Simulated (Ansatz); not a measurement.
Here is the system:

```
CELL_PARAMETERS angstrom
      4.01340     0.00000     0.00000
     -2.00670     3.47570     0.00000
      2.00670    -1.15857     3.27692
ATOMIC_POSITIONS crystal
  Al 0.00000 0.00000 0.00000
  As 0.75000 0.25000 0.75000
```

Space group of this cell: F-43m, zinc blende. The cell is taken as given.

Calculation: PBEsol (plane waves, PAW; Ansatz, an electronic-structure program).

The current runs along the normal of the first two printed vectors; no spin-orbit coupling. Scaled by the factor s: all lengths (ions clamped). Meshes 10×10×10 and 12×12 across the current in all rows.

```json
[
 {"s": "0.98", "mean pressure (GPa)": "4.9", "band gap (eV)": "1.24"},
 {"s": "1.00", "mean pressure (GPa)": "0.0", "band gap (eV)": "1.34"},
 {"s": "1.02", "mean pressure (GPa)": "-3.8", "band gap (eV)": "?"}
]
```

Task: Take the slope of the band gap against ln s from the two given rows, extrapolate to s = 1.02, and say what the run there gives.

Result: Slope = (1.24 − 1.34) / ln 0.98 = 4.95 eV. The line gives 1.34 + (4.95) × ln 1.02 = 1.44 eV. The run gives 1.44 eV, as the line does.
